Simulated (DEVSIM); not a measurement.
Structure: abrupt Si p-n junction, at 300 K.

```csv
layer (left to right),material,thickness (μm),Nd (cm⁻³),Na (cm⁻³),τn (s),τp (s)
1,Si,0.220,-,1.6e15,0.00012,0.00012
2,Si,79.0,1.4e15,-,0.00012,0.00012
```

Left contact: ohmic. Right contact: ohmic. Voltage is applied to the left contact. Recombination: SRH at mid-gap. Mobility is μmin + (μ − μmin)/(1 + (N/Nref)^α).

Constants are typed, rounded textbook-type inputs, not results; the design itself was drawn at random and stands for no fabricated device. Values at 300 K.

```csv
parameter,Si
gap (eV),1.124
affinity (eV),4.05
permittivity,11.7
Nc (cm⁻³),2.86e19
Nv (cm⁻³),3.1e19
μn (cm²/Vs),1417
μp (cm²/Vs),470
"μn,min",52
"μp,min",45
"Nref,n",9.7e16
"Nref,p",2.2e17
αn,0.68
αp,0.72
```

Simulated with DEVSIM: 1D drift-diffusion, Boltzmann statistics, complete ionisation; no tunnelling, impact ionisation, image-force lowering or self-heating.

**Question.** Tabulate band edges, carrier densities and field at 0.9 V on the left contact.

**Answer.** Energies count from the Fermi level of the right contact; mesh points crowd at the junctions.

```json
[
 {"x (μm)": "0.000", "Ec (eV)": "-0.031", "Ev (eV)": "-1.155", "n (cm⁻³)": "73000", "p (cm⁻³)": "1.6e15", "field (V/cm)": "-1200"},
 {"x (μm)": "0.02748", "Ec (eV)": "-0.034", "Ev (eV)": "-1.158", "n (cm⁻³)": "7.9e12", "p (cm⁻³)": "1.4e15", "field (V/cm)": "-1200"},
 {"x (μm)": "0.07927", "Ec (eV)": "-0.041", "Ev (eV)": "-1.165", "n (cm⁻³)": "2.6e13", "p (cm⁻³)": "1.1e15", "field (V/cm)": "-1500"},
 {"x (μm)": "0.1546", "Ec (eV)": "-0.056", "Ev (eV)": "-1.180", "n (cm⁻³)": "7.4e13", "p (cm⁻³)": "6.2e14", "field (V/cm)": "-2400"},
 {"x (μm)": "0.2101", "Ec (eV)": "-0.072", "Ev (eV)": "-1.196", "n (cm⁻³)": "1.6e14", "p (cm⁻³)": "3.3e14", "field (V/cm)": "-3500"},
 {"x (μm)": "0.2336", "Ec (eV)": "-0.081", "Ev (eV)": "-1.205", "n (cm⁻³)": "2.3e14", "p (cm⁻³)": "2.4e14", "field (V/cm)": "-3400"},
 {"x (μm)": "0.2811", "Ec (eV)": "-0.094", "Ev (eV)": "-1.218", "n (cm⁻³)": "4.1e14", "p (cm⁻³)": "1.4e14", "field (V/cm)": "-2500"},
 {"x (μm)": "0.4417", "Ec (eV)": "-0.117", "Ev (eV)": "-1.241", "n (cm⁻³)": "1.1e15", "p (cm⁻³)": "5.6e13", "field (V/cm)": "-670"},
 {"x (μm)": "0.7516", "Ec (eV)": "-0.123", "Ev (eV)": "-1.247", "n (cm⁻³)": "1.4e15", "p (cm⁻³)": "4.2e13", "field (V/cm)": "≈ 0"},
 {"x (μm)": "1.452", "Ec (eV)": "-0.120", "Ev (eV)": "-1.244", "n (cm⁻³)": "1.4e15", "p (cm⁻³)": "4.2e13", "field (V/cm)": "48"},
 {"x (μm)": "3.037", "Ec (eV)": "-0.113", "Ev (eV)": "-1.237", "n (cm⁻³)": "1.4e15", "p (cm⁻³)": "4.2e13", "field (V/cm)": "48"},
 {"x (μm)": "8.744", "Ec (eV)": "-0.085", "Ev (eV)": "-1.209", "n (cm⁻³)": "1.4e15", "p (cm⁻³)": "4.2e13", "field (V/cm)": "48"},
 {"x (μm)": "19.52", "Ec (eV)": "-0.033", "Ev (eV)": "-1.157", "n (cm⁻³)": "1.4e15", "p (cm⁻³)": "4.2e13", "field (V/cm)": "48"},
 {"x (μm)": "42.82", "Ec (eV)": "0.079", "Ev (eV)": "-1.045", "n (cm⁻³)": "1.4e15", "p (cm⁻³)": "4.2e13", "field (V/cm)": "48"},
 {"x (μm)": "67.14", "Ec (eV)": "0.197", "Ev (eV)": "-0.927", "n (cm⁻³)": "1.4e15", "p (cm⁻³)": "3.7e13", "field (V/cm)": "49"},
 {"x (μm)": "73.89", "Ec (eV)": "0.230", "Ev (eV)": "-0.894", "n (cm⁻³)": "1.4e15", "p (cm⁻³)": "2.6e13", "field (V/cm)": "49"},
 {"x (μm)": "76.88", "Ec (eV)": "0.245", "Ev (eV)": "-0.879", "n (cm⁻³)": "1.4e15", "p (cm⁻³)": "1.5e13", "field (V/cm)": "50"},
 {"x (μm)": "78.20", "Ec (eV)": "0.251", "Ev (eV)": "-0.873", "n (cm⁻³)": "1.4e15", "p (cm⁻³)": "7.2e12", "field (V/cm)": "51"},
 {"x (μm)": "78.88", "Ec (eV)": "0.255", "Ev (eV)": "-0.869", "n (cm⁻³)": "1.4e15", "p (cm⁻³)": "2.5e12", "field (V/cm)": "51"},
 {"x (μm)": "79.08", "Ec (eV)": "0.256", "Ev (eV)": "-0.868", "n (cm⁻³)": "1.4e15", "p (cm⁻³)": "1.0e12", "field (V/cm)": "51"},
 {"x (μm)": "79.17", "Ec (eV)": "0.256", "Ev (eV)": "-0.868", "n (cm⁻³)": "1.4e15", "p (cm⁻³)": "3.6e11", "field (V/cm)": "51"},
 {"x (μm)": "79.22", "Ec (eV)": "0.257", "Ev (eV)": "-0.867", "n (cm⁻³)": "1.4e15", "p (cm⁻³)": "83000", "field (V/cm)": "51"}
]
```
